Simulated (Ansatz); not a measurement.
A self-consistent single point of a (001) slab of Ba(GaH)2 (cut from a parent of space group no. 164; 10 atoms in the cell) with Ansatz (an electronic-structure program).

Computed with LDA (PW92), default PAW files made with PBE (plane waves; Ansatz).

The change in words: vacuum of 5 angstrom (first run: 14 Å). Reference geometry:
```xyz
10
Lattice="4.5126 0.0000 0.0000 -2.2563 3.9080 0.0000 0.0000 0.0000 23.6213" Properties=species:S:1:pos:R:3 pbc="T T T"
Ba     0.0000     0.0000     9.3280
Ga     0.0000     2.6054    11.6559
Ga     2.2563     1.3027     7.0000
H      0.0000     2.6054     9.9879
H      2.2563     1.3027     8.6680
Ba     0.0000     0.0000    14.2934
Ga     0.0000     2.6054    16.6213
Ga     2.2563     1.3027    11.9654
H      0.0000     2.6054    14.9533
H      2.2563     1.3027    13.6334
```

Reference input (self-consistent single point, DFT, LDA (PW92), plane waves, default PAW files made with PBE): basis.ecutwfc = 420 eV; kpoints.mp_grid.grid = 8 8 1; hamiltonian.xc = lda; hamiltonian.pseudopotentials = {kind: paw} (the program's default PAW files); scf.occupations.method = fermi_dirac; scf.occupations.width = 0.1 eV. This run's input differs from it in these lines:

Ansatz 0.2 input:
```diff
@@ -5,14 +5,14 @@
     - [-2.256306, 3.908036, 0.000000]
-    - [0.000000, 0.000000, 23.621306]
+    - [0.000000, 0.000000, 14.621289]
   atoms:
-    - { symbol: Ba, position: [0.000000, 0.000000, 0.394898] }
-    - { symbol: Ga, position: [0.333333, 0.666667, 0.493449] }
-    - { symbol: Ga, position: [0.666667, 0.333333, 0.296343] }
-    - { symbol: H, position: [0.333333, 0.666667, 0.422835] }
-    - { symbol: H, position: [0.666667, 0.333333, 0.366957] }
-    - { symbol: Ba, position: [0.000000, 0.000000, 0.605106] }
-    - { symbol: Ga, position: [0.333333, 0.666667, 0.703657] }
-    - { symbol: Ga, position: [0.666667, 0.333333, 0.506551] }
-    - { symbol: H, position: [0.333333, 0.666667, 0.633043] }
-    - { symbol: H, position: [0.666667, 0.333333, 0.577165] }
+    - { symbol: Ba, position: [0.000000, 0.000000, 0.330203] }
+    - { symbol: Ga, position: [0.333333, 0.666667, 0.489417] }
+    - { symbol: Ga, position: [0.666667, 0.333333, 0.170984] }
+    - { symbol: H, position: [0.333333, 0.666667, 0.375337] }
+    - { symbol: H, position: [0.666667, 0.333333, 0.285063] }
+    - { symbol: Ba, position: [0.000000, 0.000000, 0.669803] }
+    - { symbol: Ga, position: [0.333333, 0.666667, 0.829016] }
+    - { symbol: Ga, position: [0.666667, 0.333333, 0.510583] }
+    - { symbol: H, position: [0.333333, 0.666667, 0.714937] }
+    - { symbol: H, position: [0.666667, 0.333333, 0.624663] }
 basis:
```

Output, abridged:

```
SCF iter   1: F=—  HF=-26450.306329 eV  |F-HF|=—  |Δ(HF+E_count)|=         —  Δρ=6.23e-3  dr2=1.97e-1  ethr=1.77e-3  ⟨swp⟩=11.1  Hψ=2528  notcnv=0  defer=1
all-band conjugate gradients solve this SCF's bands
preconditioner: auto → LDOS
SCF iter   2: F=—  HF=-26450.278564 eV  |F-HF|=—  |Δ(HF+E_count)|=   2.78e-2  Δρ=2.56e-3  dr2=4.57e-2  ethr=2.59e-4  ⟨swp⟩=3.0  Hψ=818  notcnv=0  defer=2
   [... lines left out ...]
SCF iter   5: F=—  HF=-26450.267287 eV  |F-HF|=—  |Δ(HF+E_count)|=   1.30e-4  Δρ=9.13e-5  dr2=2.55e-5  ethr=2.53e-7  ⟨swp⟩=2.0  Hψ=837  notcnv=0  defer=2
SCF iter   6: F=—  HF=-26450.267288 eV  |F-HF|=—  |Δ(HF+E_count)|=   1.25e-6  Δρ=2.45e-5  dr2=3.20e-6  ethr=3.36e-8  ⟨swp⟩=2.0  Hψ=832  notcnv=0  defer=2
SCF iter   7: F=—  HF=-26450.267289 eV  |F-HF|=—  |Δ(HF+E_count)|=   2.80e-7  Δρ=5.85e-6  dr2=1.80e-7  ethr=4.21e-9  ⟨swp⟩=2.0  Hψ=517  notcnv=0  defer=2
SCF iter   8: F=-26450.267289 eV  HF=-26450.267289 eV  |F-HF|=2.62e-10  |Δ(HF+E_count)|=   3.21e-8  Δρ=1.43e-6  dr2=6.75e-9  ethr=1.32e-10  ⟨swp⟩=7.7  Hψ=2069  notcnv=0
SCF 1 converged in 8 iterations: F = -26450.267289 eV  dr2 = 6.75e-9
Free energy (F): -26450.267289 eV
Internal energy: -26450.177038 eV  (E = F + TS)
E sigma→0 (E₀):  -26450.222163 eV
Entropy (-TS):   -0.090251 eV (-9.025 meV/atom)
Fermi energy:    4.250868 eV
--- Forces (eV/Å), atoms counted from 1 ---
  atom   1  Ba     0.00000000    -0.00000000     0.48657599
  atom   2  Ga     0.00000000     0.00000000     0.17903117
  atom   3  Ga    -0.00000000    -0.00000000    -1.23207060
  atom   4  H     -0.00000000    -0.00000000    -0.28592170
  atom   5  H      0.00000000     0.00000000     1.16799512
  atom   6  Ba    -0.00000000     0.00000000    -0.48657599
  atom   7  Ga     0.00000000     0.00000000     1.23207060
  atom   8  Ga     0.00000000    -0.00000000    -0.17903117
  atom   9  H     -0.00000000    -0.00000000    -1.16799512
  atom  10  H      0.00000000     0.00000000     0.28592170
--- Stress (GPa, compression-positive) ---
       -3.511145       0.000000      -0.000000
        0.000000      -3.511145      -0.000000
       -0.000000      -0.000000       1.546592
  P = ⅓ Tr σ = -1.8252 GPa (-18.252 kbar)
  The stress holds the Pulay correction. Without it, at fixed plane waves, as pw.x and ABINIT print it: P = -1.8579 GPa
```

The run converged in 8 iterations. Against the reference run the free energy goes down by 2.7 meV/atom and the largest force goes from 1.197 to 1.232 eV/Å.

The starting cell comes from a database of computed structures (which also holds hypothetical and non-ambient phases and stackings), without a prior relaxation at this level. The slab is cut from that crystal, and its faces are unrelaxed. Its lattice was rescaled by up to half a per cent. Forces in this geometry exceed 1 eV/Å.
